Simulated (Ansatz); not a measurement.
Given:

```
CELL_PARAMETERS angstrom
      0.00000     2.81721     2.81721
      2.81721     0.00000     2.81721
      2.81721     2.81721     0.00000
ATOMIC_POSITIONS crystal
  Si 0.00000 0.00000 0.00000
  Si 0.25000 0.25000 0.25000
```

No spin polarisation.

Computed with PBE, PAW, 420 eV (Ansatz, an electronic-structure program; no spin-orbit coupling). k-mesh 10×10×10 (Γ-centred); smearing 0.05 eV (Fermi–Dirac).

Problem. Predict the pressure.

Solution. -6.48 GPa.

Problem. Estimate the electron mass.

Solution. 0.95 mₑ along k, 0.20 mₑ across (off the special points).

The levels and masses belong to the bands next to the band gap. The cells carry an imposed strain or load. Masses are band curvatures over ±0.01 Å⁻¹ around the edge. Along k means along the line from Γ to the band edge. No phonon test of stability was made. The cell was made from Si in the diamond structure (space group Fd-3m, No. 227) by this change: isotropic strain +3.00 %.
